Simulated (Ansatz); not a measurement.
CH3 on the 1x1 (110) surface of bcc Nb, one in a 2x2 cell, started at the site 'bridge Nb-Nb (span 2.9 Å)'

Method: PBE (plane waves to 420 eV, PAW; Ansatz, a program for electronic structure).

Set-up: 20 atoms, 6.8 Å thick at the start under the adsorbate (thin: gaps and levels are the slab's own); mesh 5x5x1; 0.1 eV smearing; dipole correction on; 8 atoms held, the rest relaxed; no symmetry held; no spin, no spin-orbit, no U, no dispersion correction. At the end it is bonded to 3 Nb. In PBE it is, or lies within 0.03 eV of, the lowest of the starts that converged.

```
Quantity                                                                                                                                         Result
--------------------------------------------------------------------------------------  ---------------------------------------------------------------
adsorption energy against CH4(g) − ½ H2(g)                                                                                                  -2.9 kJ/mol
work function of the top face                                                                                                                   3.67 eV
change of the work function                                                                                                                    -0.80 eV
change of the step from the bottom to the top vacuum level, against the clean slab                                                             -0.80 eV
energy released by relaxation                                                                                                                   0.54 eV
height of the binding atom over the mean of the host atoms within 0.3 Å of the top one                                                          1.743 Å
nearest host atoms of the binding atom                                                                         Nb at 2.46 Å, Nb at 2.46 Å, Nb at 2.46 Å
largest move of a host atom                                                                                                                      0.07 Å
note                                                                                    in the relaxation the adsorbate left its starting site by 1.0 Å
cost                                                                                                                       very roughly 18 core-minutes
```

A negative adsorption energy means that the adsorbate is more stable on the surface than in its reference.
